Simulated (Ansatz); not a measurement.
A relaxation of cell and atoms of BaSbPt (P-6m2, 3 atoms in the cell) with Ansatz (a first-principles code).

Computed with LDA (PW92), default PAW files made with PBE (plane waves; Ansatz).

The change in words: atoms on their sites; basis.ecutwfc: 420 eV → 840 eV; relax: default → cell and atoms. Reference geometry:
```
CELL_PARAMETERS angstrom
      4.59084     0.00000     0.00000
     -2.29542     3.97578     0.00000
      0.00000     0.00000     5.01134
ATOMIC_POSITIONS crystal
  Ba 0.00000 0.00000 0.00998
  Sb 0.66667 0.33333 0.50000
  Pt 0.33333 0.66667 0.50000
```

Reference input (self-consistent single point, DFT, LDA (PW92), plane waves, default PAW files made with PBE): basis.ecutwfc = 420 eV; kpoints.mp_grid.grid = 8 8 7; hamiltonian.xc = lda; hamiltonian.pseudopotentials = {kind: paw} (the program's default PAW files); scf.occupations.method = gaussian; scf.occupations.width = 0.1 eV. This run's input differs from it in these lines:

Ansatz 0.2 input:
```diff
@@ -6,3 +6,3 @@
   atoms:
-    - { symbol: Ba, position_ang: [0.00000000, 0.00000000, 0.04999816] }
+    - { symbol: Ba, position_ang: [0.00000000, 0.00000000, 0.00000000] }
     - { symbol: Sb, position_ang: [2.29542230, 1.32526001, 2.50567100] }
@@ -10,3 +10,3 @@
 basis:
-  ecutwfc: 420.0
+  ecutwfc: 840.0
 kpoints:
@@ -18,2 +18,4 @@
   occupations: { method: gaussian, width: 0.1 }
+relax:
+  cell: {}
 output:
```

Output (repeated stretches shortened):

```
   [... SCF lines of the steps left out ...]
relax step   1: F+E_penalty+E_count = -24363.12563479 eV  Δ(F+E_penalty+E_count) = +0.000e0 eV  max|allowed force component| = 1.241e-16 eV/Å  Δτ_max = 0.0000 Å  P = -4.901 GPa  Ω = 91.468 Å³  (8 SCF iters, dr2 threshold 1.00e-7 eV, accepted)
relax step   2: F+E_penalty+E_count = -24363.20016212 eV  Δ(F+E_penalty+E_count) = -7.453e-2 eV  max|allowed force component| = 2.274e-16 eV/Å  Δτ_max = 0.0000 Å  P = +3.531 GPa  Ω = 81.322 Å³  energy of the carried Pulay correction = +3.694e-5 eV  [...]
   [... lines left out ...]
relax step   5: F+E_penalty+E_count = -24363.24431876 eV  Δ(F+E_penalty+E_count) = -1.690e-4 eV  max|allowed force component| = 1.025e-16 eV/Å  Δτ_max = 0.0000 Å  P = +0.003 GPa  Ω = 83.969 Å³  energy of the carried Pulay correction = +2.563e-5 eV  [...]
relax step   6: F+E_penalty+E_count = -24363.24429900 eV  Δ(F+E_penalty+E_count) = +1.976e-5 eV  max|allowed force component| = 1.149e-16 eV/Å  Δτ_max = 0.0000 Å  P = +0.003 GPa  Ω = 83.969 Å³  stress off target by 9.14e-3 GPa  SCF on the basis [...]
basis re-selected at this cell: Δ(F+E_penalty+E_count) = +1.976e-5 eV, ΔP = -0.000 GPa vs the last step
the relaxation is at rest under the 12 symmetry operations that the run kept from its start: a minimum is not shown …
Stability not checked: this state was not tested for a lower state beside it, because too few of the mixer's solves of this state at the end of the SCF gave a …
Free energy (F): -24363.244299 eV
Internal energy: -24363.233897 eV  (E = F + TS)
   [... lines left out ...]
Fermi energy:    11.595691 eV
   [... lines left out ...]
  cell:  # Å, volume = 83.9692 Å³
    - [4.503772533036099, 9.157630011579317e-34, 0.0]
    - [-2.2518862665180497, 3.9003814264758523, 0.0]
    - [0.0, 0.0, 4.7800935677559595]
  atoms:
    - { symbol: Ba, position: [1.1967375616319192e-34, -2.8257549330728042e-34, 0.0] }
    - { symbol: Sb, position: [0.6666666666666667, 0.33333333333333337, 0.5] }
    - { symbol: Pt, position: [0.33333333333333337, 0.6666666666666667, 0.5] }
```

The run converged. 

Summary of the result:
- Free energy E − TS (on the zero of these files): -24363.2443 eV
- Fermi level (on the code's own zero): 11.60 eV
- Pressure: 0.00 GPa
- Final cell: a = b = 4.504 Å, c = 4.780 Å, α = β = 90.00°, γ = 120.00°
- Final volume per atom: 27.99 Å³
- Relaxation steps: 6

The starting cell comes from a database of computed structures (which also holds hypothetical and non-ambient phases and stackings), without a prior relaxation at this level. Its lattice was rescaled by up to half a per cent. Spin polarisation is off. The relaxation keeps the symmetry of its start, so its end need not be a minimum. Ansatz's pressure includes its estimate of the finite-basis (Pulay) stress.

Cost on one core of a shared machine: roughly 3 min.
